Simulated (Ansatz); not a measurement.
CsCl-type NiAl, treated with LDA in Ansatz (plane waves, PAW).

Run with plane-wave cutoff 520 eV, 22×22×22 k mesh, Fermi–Dirac smearing 0.075 eV (set by the program), no spin polarisation, scalar-relativistic PAW data made under PBE.

Cell (relaxed at this level):

AlNi has the cubic space group Pm-3m (No. 221), the CsCl type structure, Pearson symbol cP2. Conventional cell: a = 2.8325 Å, b = 2.8325 Å, c = 2.8325 Å, α = 90.00°, β = 90.00°, γ = 90.00°. Al on 1b is surrounded by 8 Ni at 2.453 Å and 6 Al at 2.832 Å. Ni on 1a is surrounded by 8 Al at 2.453 Å and 6 Ni at 2.832 Å. (Neighbours: up to the widest gap in distance over summed covalent radii, below 1.35, at either atom.)

**Question.** Predict the Voigt–Reuss–Hill bulk modulus, Voigt–Reuss–Hill shear modulus (Hill average), Young modulus and Poisson ratio.

**Answer.** 
Voigt–Reuss–Hill bulk modulus: 186 GPa
Voigt–Reuss–Hill shear modulus (Hill average): 84.1 GPa
Young modulus: 219 GPa
Poisson ratio: 0.304

Elastic constants are with the ions relaxed.

Static lattice: no zero-point or thermal effects.

The result took about 7 core-minutes (a rough figure).

Ansatz is an electronic-structure program.
